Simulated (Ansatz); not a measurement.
Problem. Name crystals whose logarithmic mean phonon energy lies between 14.8 and 23 meV and whose mean free path at 300 K lies between 6 and 9.3 nm, by PBEsol, DFPT electron-phonon coupling, linearised Boltzmann equation run with Ansatz (a quantum-chemistry and plane-wave program).

Solution. Many crystals can fit; among those computed here:
- LuRh$_{3}$B (Pm-3m): 17.2 meV, 6.8 nm
- MoIr (Pmma): 21 meV, 7.9 nm
- YRh₃B (Pm-3m): 17.2 meV, 7.2 nm
- Ir (Fm-3m): 18.4 meV, 9.1 nm
- HfRh₃ (Pm-3m): 18.3 meV, 7.7 nm

Metals; harmonic phonons alone scatter; means over directions. The mean free path is weighted by the current that each state carries. Halving the electron mesh moves these values by up to 6 %; q meshes are mostly untested. Some of the runs warned that the eigensolver left states short of its tolerance. Spin-orbit coupling is left out.

Formula and space group known from diffraction (Crystallography Open Database), not checked to be the room-temperature form: HfRh3 (Pm-3m), LuRh3B (Pm-3m), MoIr (Pmma), YRh3B (Pm-3m). The missing spin-orbit coupling matters most for HfRh3 (Pm-3m), Ir (Fm-3m), LuRh3B (Pm-3m), MoIr (Pmma).
